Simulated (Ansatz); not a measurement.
**How far PBE and PBEsol part for hypothetical diamond Zr**

Base system: Zr in the diamond structure (space group Fd-3m, No. 227; a = 6.2783 Å; a hypothetical phase, not in the database extracts checked).

(Cell as relaxed with PBE.)

Levels (all Ansatz, a program for electronic structure, PAW): PBE (420 eV, no spin-orbit coupling); PBEsol (420 eV, scalar-relativistic without spin-orbit coupling).

Each level relaxes its own structure.

```csv
quantity,PBE,PBEsol
volume per atom,30.93 Å³,(withheld)
lattice parameter a,6.278 Å,(withheld)
band gap,zero,(withheld)
```

### Question
Predict the PBEsol column.

### Answer

- volume per atom, PBEsol: 28.90 Å³
- lattice parameter a, PBEsol: 6.137 Å
- band gap, PBEsol: zero

PBE's volume per atom lies 2.038 Å³ above PBEsol's (7.1 %); PBE's lattice parameter a lies 0.141 Å above PBEsol's (2.3 %); the two agree on the band gap. Neither level is exact; PBEsol is the comparison here, not a measurement.

No phonon test of stability was made. The final runs are not spin-polarised. Zr has a high density of states at the Fermi level and may be magnetic at this level.
